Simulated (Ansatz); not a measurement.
Effect of Hf → Tl on HfO2

Consider HfO2 in the fluorite structure (space group Fm-3m, No. 225; a = 5.098 Å).

Now apply this change: full substitution Hf → Tl; the structure is relaxed again.

All numbers come from PBE/PAW in Ansatz (a first-principles code), spin-orbit coupling left out, earlier PAW set. Settings: 15×15×15 k-points, 0.05 eV Fermi–Dirac smearing, for the changed cell.

```csv
quantity,base,changed,shift
volume per atom,11.04 Å³,13.70 Å³,+2.66 Å³
density,10.55 g/cm³,9.55 g/cm³,-1.00 g/cm³
lattice parameter a,5.098 Å,5.478 Å,+0.380 Å
shortest interatomic distance,2.208 Å,2.372 Å,+0.164 Å
band gap,3.75 eV,zero,–
magnetic state,not spin-polarised,ferromagnetic,–
```

Cost of the whole job for the changed cell (relaxation, final SCF and bands): very roughly 80 core-seconds.

The magnetic state is the one reached from the starting moments; the real material's order can differ, and small cells can't hold many antiferromagnetic ones. Spin-orbit coupling, missing from the scalar runs, can matter with Hf. No phonon test of stability was made. As relaxed here, TlO2 is a hypothetical phase, not in the database extracts checked. This is not the structure that HfO2 has at room temperature and ambient pressure.
